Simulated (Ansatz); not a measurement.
Consider MgS in the rock salt structure (space group Fm-3m, No. 225; a = 5.182 Å). Axes: x, y, z lie along the cube axes.

Computed with Ansatz (a first-principles code), PBEsol, PAW, cutoff 420 eV, without spin-orbit coupling.

Strains are applied to the cell and any free atomic positions relax.

One change was made to it. Results:

```json
[
 {"quantity": "band gap", "base": "2.73 eV", "after": "2.70 eV"},
 {"quantity": "smallest direct gap", "base": "3.69 eV", "after": "3.75 eV"},
 {"quantity": "electron mass", "base": "0.53 mₑ along k, 0.29 mₑ across (at X)", "after": "0.52 mₑ along k, 0.29 mₑ across (at X)"}
]
```

Problem. What was done to the base?
A. uniaxial strain ε_zz = −3.00 %
B. uniaxial strain ε_zz = −1.00 %
C. uniaxial strain ε_zz = +2.00 %
D. uniaxial strain ε_zz = +1.00 %
E. uniaxial strain ε_zz = +3.00 %

Solution. B, uniaxial strain ε_zz = −1.00 %. For comparison, the smallest direct gap in the other runs: uniaxial strain ε_zz = +1.00 % gives 3.58 eV; uniaxial strain ε_zz = +2.00 % gives 3.48 eV; uniaxial strain ε_zz = −3.00 % gives 3.89 eV; uniaxial strain ε_zz = +3.00 % gives 3.38 eV.

Effective masses come from finite differences of ±0.01 Å⁻¹. Along k means along the line from Γ to the band edge. Gaps are read on the SCF mesh and a high-symmetry path. Whether these cells are dynamically stable was not tested.
